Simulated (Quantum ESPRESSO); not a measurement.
# Converging the k-point mesh at a smearing width of 0.02 eV: Mg (P-3m1, 2 atoms in the cell)

```yaml
crystal:
  lattice:
    - [3.20037, 0.00000, 0.00000]
    - [-1.60018, 2.77160, 0.00000]
    - [0.00000, 0.00000, 5.19437]
  atoms:
    - { symbol: Mg, position: [0.33333, 0.66667, 0.25963] }
    - { symbol: Mg, position: [0.66667, 0.33333, 0.75000] }
```

Method: LDA (PZ), GBRV 1.5 ultrasoft (LDA) pseudopotentials (plane waves; Quantum ESPRESSO 7.5).

Base settings: ecutwfc = 40 Ry; ecutrho = 200 Ry; occupations = smearing; smearing = fd; degauss = 0.0073499 Ry; potentials = {Mg: mg_lda_v1.4.uspp.F.UPF}; K_POINTS = automatic 8 8 5 0 0 0; conv_thr = 1e-11 Ry; mixing_beta = 0.7.

In this ladder: degauss = 0.00147 Ry.

Only quantities that move along the ladder and can be compared are tabulated.

The count of work is k-points × plane waves × bands × iterations; it is no time. Core times come from one kind of shared machine, to one figure; runs under 30 s give none.

The starting cell has typed, rounded lattice constants, without a prior relaxation at this level. Its lattice was rescaled by up to half a per cent. One atom was moved a little off its site on purpose.

Steps (K_POINTS): automatic 4 4 3 0 0 0; automatic 5 5 3 0 0 0; automatic 6 6 3 0 0 0; automatic 7 7 4 0 0 0; automatic 9 9 5 0 0 0; automatic 11 11 6 0 0 0; automatic 13 13 7 0 0 0; automatic 16 16 9 0 0 0; automatic 19 19 10 0 0 0; automatic 23 23 13 0 0 0; automatic 28 28 15 0 0 0.

Question: What is the coarsest K_POINTS that holds the free energy within 2 meV/atom of the last step, with all finer ones?

Answer: automatic 19 19 10 0 0 0, at 0.33 of the last step's count of work and about 0.2 of the last step's time; the step before is off by 2.5 meV/atom.

Question: What is the coarsest K_POINTS that holds the forces within 0.01 eV/Å of the last step, with all finer ones?

Answer: automatic 9 9 5 0 0 0, at 0.046 of the last step's count of work; the step before is off by 0.036 eV/Å.

Question: What is the coarsest K_POINTS that holds the pressure within 0.05 GPa of the last step, with all finer ones?

Answer: automatic 13 13 7 0 0 0, at 0.11 of the last step's count of work; the step before is off by 0.09 GPa.

| K_POINTS | free energy less the last step's (meV/atom) | pressure (GPa) | largest difference of a force vector from the last step's (eV/Å) | count of work / last | core time / last (rough) |
|---|---|---|---|---|---|
| automatic 4 4 3 0 0 0 | -53.81 | -2.24 | 0.012 | 0.0081 | – |
| automatic 5 5 3 0 0 0 | -33.57 | -2.17 | 0.026 | 0.011 | – |
| automatic 6 6 3 0 0 0 | 49.44 | -2.10 | 0.011 | 0.017 | – |
| automatic 7 7 4 0 0 0 | -11.19 | -2.04 | 0.036 | 0.025 | – |
| automatic 9 9 5 0 0 0 | 3.43 | -2.26 | 0.002 | 0.046 | – |
| automatic 11 11 6 0 0 0 | -9.19 | -2.29 | 0.002 | 0.076 | – |
| automatic 13 13 7 0 0 0 | 4.89 | -2.18 | 0.004 | 0.11 | – |
| automatic 16 16 9 0 0 0 | 2.48 | -2.18 | 0.002 | 0.21 | 0.1 |
| automatic 19 19 10 0 0 0 | 1.41 | -2.19 | 0.003 | 0.33 | 0.2 |
| automatic 23 23 13 0 0 0 | 0.48 | -2.18 | 0.001 | 0.60 | 0.4 |
| automatic 28 28 15 0 0 0 | 0.00 | -2.20 | 0.000 | 1.0 | 1 |
